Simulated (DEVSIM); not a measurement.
Device: abrupt Si p-n junction, at 350 K.

```
layer (left to right)  material  thickness (μm)  Nd (cm⁻³)  Na (cm⁻³)  τn (s)  τp (s)
---------------------  --------  --------------  ---------  ---------  ------  ------
1                            Si            5.40          -     1.4e17  3.3e-6  3.3e-6
2                            Si            54.0     7.5e15          -  3.3e-6  3.3e-6
```

Left contact: ohmic. Right contact: ohmic. Voltage is applied to the left contact. Recombination: SRH at mid-gap, radiative. Mobility is μmin + (μ − μmin)/(1 + (N/Nref)^α).

Constants are typed, rounded textbook-type inputs, not results; the design itself was drawn at random and stands for no fabricated device. Values at 300 K; Nc and Nv go as T^1.5, mobilities as T to minus their exponent, the gap by Varshni's rule with the affinity fixed.

| parameter | Si |
|---|---|
| gap (eV) | 1.124 |
| affinity (eV) | 4.05 |
| permittivity | 11.7 |
| Nc (cm⁻³) | 2.86e19 |
| Nv (cm⁻³) | 3.1e19 |
| μn (cm²/Vs) | 1417 |
| μp (cm²/Vs) | 470 |
| μn,min | 52 |
| μp,min | 45 |
| Nref,n | 9.7e16 |
| Nref,p | 2.2e17 |
| αn | 0.68 |
| αp | 0.72 |
| T exponent of μn | 2.3 |
| T exponent of μp | 2.2 |
| B (cm³/s) | 4.7e-15 |
| Varshni α (eV/K) | 0.000473 |
| Varshni β (K) | 636 |

DEVSIM, 1D drift-diffusion, Boltzmann statistics, complete ionisation; no tunnelling, impact ionisation, image-force lowering or self-heating.

The temperature was swept, all else fixed.

```json
[
 {"temperature (K)": "250", "dark forward voltage at 100 A/cm² (V)": "0.915", "dark forward voltage at 1 A/cm² (V)": "0.754", "potential step across the device at zero bias (V)": "0.854", "largest field in the device at zero bias (V/cm)": "43000"},
 {"temperature (K)": "300", "dark forward voltage at 100 A/cm² (V)": "0.862", "dark forward voltage at 1 A/cm² (V)": "0.657", "potential step across the device at zero bias (V)": "0.771", "largest field in the device at zero bias (V/cm)": "41000"},
 {"temperature (K)": "350", "dark forward voltage at 100 A/cm² (V)": "0.810", "dark forward voltage at 1 A/cm² (V)": "0.557", "potential step across the device at zero bias (V)": "0.685", "largest field in the device at zero bias (V/cm)": "39000"},
 {"temperature (K)": "400", "dark forward voltage at 100 A/cm² (V)": "0.760", "dark forward voltage at 1 A/cm² (V)": "0.455", "potential step across the device at zero bias (V)": "0.596", "largest field in the device at zero bias (V/cm)": "38000"},
 {"temperature (K)": "450", "dark forward voltage at 100 A/cm² (V)": "0.712", "dark forward voltage at 1 A/cm² (V)": "0.352", "potential step across the device at zero bias (V)": "0.505", "largest field in the device at zero bias (V/cm)": "36000"},
 {"temperature (K)": "500", "dark forward voltage at 100 A/cm² (V)": "0.665", "dark forward voltage at 1 A/cm² (V)": "0.247", "potential step across the device at zero bias (V)": "0.411", "largest field in the device at zero bias (V/cm)": "34000"}
]
```

From the first row to the last the dark forward voltage at 100 A/cm² goes from 0.915 to 0.665. From the first row to the last the dark forward voltage at 1 A/cm² goes from 0.754 to 0.247.
